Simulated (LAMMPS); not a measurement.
Simulation of Mo (bcc), 250 atoms, at 2170 K and 0 GPa, heated as the crystal.

Method: MD with a machine-learned potential, pair style snap, file Mo_Zuo_JPCA2020.snap; code LAMMPS.

```csv
r (Å),g(r)
2.140,0.000
2.180,0.004
2.220,0.004
2.260,0.038
2.300,0.059
2.340,0.105
2.380,0.283
2.420,0.434
2.460,0.737
2.500,1.09
2.540,1.50
2.580,2.07
2.620,2.38
2.660,2.76
2.700,2.92
2.740,3.18
2.780,3.05
2.820,2.87
2.860,2.75
2.900,2.63
2.940,2.35
2.980,2.29
3.020,2.15
3.060,2.08
3.100,2.03
3.140,1.96
3.180,1.93
3.220,1.70
3.260,1.57
3.300,1.38
3.340,1.21
3.380,0.953
3.420,0.724
3.460,0.613
3.500,0.428
3.540,0.350
3.580,0.215
3.620,0.152
3.660,0.094
3.700,0.056
3.740,0.034
3.780,0.021
3.820,0.018
3.860,0.029
3.900,0.016
3.940,0.040
3.980,0.058
4.020,0.093
4.060,0.118
4.100,0.202
4.140,0.283
4.180,0.346
4.220,0.547
4.260,0.663
4.300,0.799
4.340,1.02
4.380,1.18
4.420,1.33
4.460,1.42
4.500,1.47
4.540,1.48
4.580,1.44
4.620,1.28
4.660,1.18
4.700,1.00
4.740,0.908
4.780,0.782
4.820,0.689
4.860,0.575
4.900,0.617
4.940,0.712
4.980,0.814
5.020,0.959
5.060,1.20
5.100,1.44
5.140,1.64
5.180,2.00
5.220,2.21
5.260,2.35
5.300,2.45
5.340,2.48
5.380,2.44
5.420,2.30
5.460,2.18
5.500,1.97
5.540,1.76
5.580,1.51
5.620,1.26
5.660,1.00
5.700,0.884
5.740,0.665
5.780,0.489
5.820,0.369
5.860,0.287
5.900,0.234
5.940,0.168
5.980,0.141
6.020,0.147
6.060,0.134
6.100,0.169
6.140,0.183
6.180,0.234
6.220,0.257
```

Read from the full data:
- state found: crystal; no diffusion seen in 9.0 ps
- first peak of g(r): 2.75 Å, height 3.2
- coordination number: 14.0 (counted to 3.82 Å)
